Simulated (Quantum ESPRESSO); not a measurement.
Equation of state of fcc Pd (space group 225): energy against volume (Quantum ESPRESSO, PBE)

```yaml
crystal:
  lattice:
    - [0.00000, 1.91042, 1.91042]
    - [1.91042, 0.00000, 1.91042]
    - [1.91042, 1.91042, 0.00000]
  atoms:
    - { symbol: Pd, position: [0.00000, 0.00000, 0.00000] }
```

Computed with PBE, PSlibrary PAW (PBE) pseudopotentials (plane waves; Quantum ESPRESSO 7.5). Settings: ecutwfc = 52 Ry; ecutrho = 624 Ry; occupations = smearing; smearing = fermi-dirac; degauss = 0.0036749 Ry; potentials = {Pd: Pd.pbe-n-kjpaw_psl.1.0.0.UPF}; K_POINTS = automatic 26 26 26 0 0 0; conv_thr = 1e-10 Ry. The cell above is the first row's. The rows scale it uniformly. In all rows the k mesh is held. E is the free energy at the stated smearing, counted from the lowest row.

| V (Å^3/atom) | E (meV/atom) |
|---|---|
| 13.945 | 91.50 |
| 14.248 | 54.98 |
| 14.551 | 28.73 |
| 14.854 | 11.52 |
| 15.157 | 2.27 |
| 15.461 | 0.00 |
| 15.764 | 3.87 |
| 16.067 | 13.13 |
| 16.370 | ? |

Taking the third-order Birch-Murnaghan form, a cubic in V^(-2/3) for E over the 8 complete rows: With u = V^(-2/3) - 0.165, the rows have u = 0.007605, 0.005150, 0.002779, 0.000490, -0.001723, -0.003871, -0.005942, -0.007948. Least squares gives E = 8.861 + 5080.91·u + 734406·u² + 3466865·u³. Residuals (row less fit): -0.001, 0.000, 0.003, -0.007, 0.001, 0.003, -0.003, 0.000; standard error 0.005 (degrees of freedom: 4). Its minimum lies at u = -0.003548, so V0 = (0.161452)^(-3/2) = 15.41. There d²E/du² = 1395000 and d³E/du³ = 2.080e7, so B0 = (4/9) × 15.41^(-7/3) × 1395000 × 0.160218 = 168 GPa (the last factor turns the table's units into GPa), and B0' = 4 + (2/3) × 0.161452 × (2.080e7)/1395000 = 5.6. The program's pressures in the fitted runs (not shown) pass through zero at V = 15.40, 0.08 % from this V0.

**Question.** Predict the withheld E at V = 16.370 from the fit, and compare with the calculation.

**Answer.** u = -0.009892, so E = 8.861 + 5080.91 × (-0.009892) + 734406 × (-0.009892)² + 3466865 × (-0.009892)³ = 27.108 meV/atom. The calculation gives 27.10 meV/atom, 0.008 meV/atom below the prediction (under 0.05 % of the range of E in the table). The row lies outside the fitted rows, so this is an extrapolation. From the scatter of the fitted rows alone, a prediction at this place has a standard error of 0.011 meV/atom, so the miss is 0.7 times that.

Carrying the step between the two nearest rows on in a straight line would have given 22.39, off by 4.71; series whose last step already gives the withheld value aren't shown. The scan was laid around a cell of about the measured size, scaled by a guess for this functional. Spin polarisation is off. Cutoffs and mesh are single choices, not tested for convergence of this quantity. Series with a scatter that would blur these digits, or in which a gap closes, are not shown. Nor are scans whose minimum lies at an end fitted in this form.
